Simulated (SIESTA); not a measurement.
**Parameter sweep on FeNi3 (Pm-3m, 4 atoms in the cell)**

```
FeNi3
1.0
    3.46127     0.00000     0.00000
    0.00000     3.46127     0.00000
    0.00000     0.00000     3.46127
Fe Ni
1 3
Cartesian
  0.00000   0.00000   0.00000
  0.00000   1.73064   1.73064
  1.73064   0.00000   1.73064
  1.73064   1.73064   0.00000
```
Moments meant for the start (each program seeds them in its own way; μB, in the order of the atoms Fe Ni Ni Ni): 4.0 2.0 2.0 2.0.

Base run A: GGA PBE, numerical atomic orbitals DZP, PseudoDojo PBE standard norm-conserving potentials (rewritten from UPF to PSML) (SIESTA), self-consistent single point.

Its settings: XC.functional = GGA; XC.authors = PBE; potentials = PseudoDojo PBE standard; PAO.BasisSize = DZP; PAO.EnergyShift = 0.01 Ry; MeshCutoff = 300 Ry; kgrid.MonkhorstPack = 7 7 7; OccupationFunction = FD; ElectronicTemperature = 0.1 eV; Spin = polarized; DM.InitSpin = [1 +4.00, 2 +2.00, 3 +2.00, 4 +2.00]; MaxSCFIterations = 150; SCF.Mixer.Method = Pulay; SCF.Mixer.Weight = 0.1; SCF.Mixer.History = 8; SCF.DM.Tolerance = 1.0E-05.

The starting cell comes from a database of computed structures (which also holds hypothetical and non-ambient phases and stackings), without a prior relaxation at this level. Its lattice was rescaled by a random factor within 2.5 % of one. The magnetic order is the one reached from the typed start; others were not searched systematically. Values carry the incompleteness of an atom-centred basis. In the base run, with a pressure of about 8 GPa the cell is away from its equilibrium volume at this level.

ΔF is the free energy per atom less that of run A. 

Run A gave: pressure (GPa) 8.32; size of the net moment (μB/atom) 1.20; k-points 172.

Runs:
- B: kgrid.MonkhorstPack = 7 7 7 shifted by 0.5 0.5 0.5
- C: kgrid.MonkhorstPack = 8 8 8
- D: kgrid.MonkhorstPack = 8 8 8 shifted by 0.5 0.5 0.5
- E: kgrid.MonkhorstPack = 9 9 9
- F: kgrid.MonkhorstPack = 9 9 9 shifted by 0.5 0.5 0.5
- G: kgrid.MonkhorstPack = 10 10 10 shifted by 0.5 0.5 0.5
- H: kgrid.MonkhorstPack = 7 7 7 shifted by 0.0 0.0 0.5

What does run F change against A?

The free energy drops by 2.3 meV/atom, the pressure goes from 8.32 to 8.02 GPa and the size of the net moment moves little (1.20 to 1.19 μB/atom).

What does run D change against A?

The free energy hardly moves (within 1 meV/atom), the pressure goes from 8.32 to 8.11 GPa and the size of the net moment moves little (1.20 to 1.18 μB/atom).

```tsv
run	ΔF (meV/atom)	pressure (GPa)	size of the net moment (μB/atom)	k-points
A	0.00	8.32	1.20	172
B	-0.97	8.32	1.21	196
C	-1.38	8.12	1.19	296
D	0.02	8.11	1.18	256
E	-0.90	8.00	1.18	365
F	-2.3	8.02	1.19	405
G	-1.61	8.01	1.19	500
H	-2.1	7.99	1.18	196
```
